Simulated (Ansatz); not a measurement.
Consider GeS2 in the 2H-MoS2 type structure (space group P6_3/mmc, No. 194; a hypothetical phase, not in the database extracts checked; layered, stacked along the Cartesian z axis).

```
GeS2
1.0
    3.42754     0.00000     0.00000
   -1.71377     2.96834     0.00000
    0.00000     0.00000    10.62164
Ge S
2 4
Direct
  0.33333   0.66667   0.25000
  0.66667   0.33333   0.75000
  0.33333   0.66667   0.60589
  0.66667   0.33333   0.10589
  0.66667   0.33333   0.39411
  0.33333   0.66667   0.89411
```

Level of theory: plane-wave PAW DFT at the PBE-D3(BJ) level (Ansatz, a quantum-chemistry and plane-wave program, 420 eV), no spin-orbit coupling, earlier PAW set.

For the base:

The c/a ratio is 3.099 and the volume per atom is 18.01 Å³.

Perturbation: hydrostatic tension (pressure −1 GPa).

Problem. Estimate the effect on the c/a ratio.

Solution. The c/a ratio increases by 0.0096, from 3.099 to 3.108.

Problem. What does the calculation give for the volume per atom after the change?

Solution. The volume per atom increases by 0.284 Å³ (18.01 Å³ → 18.30 Å³).

Load acts through the strain it causes; cell and atoms are relaxed under it. Whether these cells are dynamically stable was not tested. The final runs are not spin-polarised.
